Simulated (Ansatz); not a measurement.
The structure below was relaxed with r2SCAN (Ansatz, a quantum-chemistry and plane-wave program, PAW, scalar-relativistic without spin-orbit coupling).

Space group Imm2 (No. 44); a = 3.3077 Å, b = 12.4313 Å, c = 6.3174 Å, α = β = γ = 90.00°

```tsv
atom	site	symmetry	x	y	z
Te	2b	mm2	0.0000	0.5000	0.2285
Sb	4d	m..	0.0000	0.1662	0.2239
Be	2a	mm2	0.0000	0.0000	0.0244
Be	4d	m..	0.0000	0.3320	0.0246
```

Q: Write out a cell with all atoms.

A: 
```
Be3Sb2Te
1.0
    3.30772     0.00000     0.00000
    0.00000    12.43131     0.00000
    0.00000     0.00000     6.31741
Te Sb Be
2 4 6
Direct
  0.50000   0.00000   0.72848
  0.00000   0.50000   0.22848
  0.50000   0.33378   0.72395
  0.00000   0.16622   0.22395
  0.00000   0.83378   0.22395
  0.50000   0.66622   0.72395
  0.00000   0.00000   0.02443
  0.00000   0.33205   0.02459
  0.50000   0.16795   0.52459
  0.50000   0.50000   0.52443
  0.50000   0.83205   0.52459
  0.00000   0.66795   0.02459
```
This is the conventional cell.

Each cell is one ordered arrangement of few atoms, which overstates ordering effects compared with a random alloy. Whether these cells are dynamically stable was not tested. All final runs are without spin polarisation. The cell was made from BeTe by this change: x(Sb) = 0.667, 6 atoms, Imm2. Under x(Sb) = 0.667, 6 atoms, Imm2 the cell changed shape so far that it is another structure.
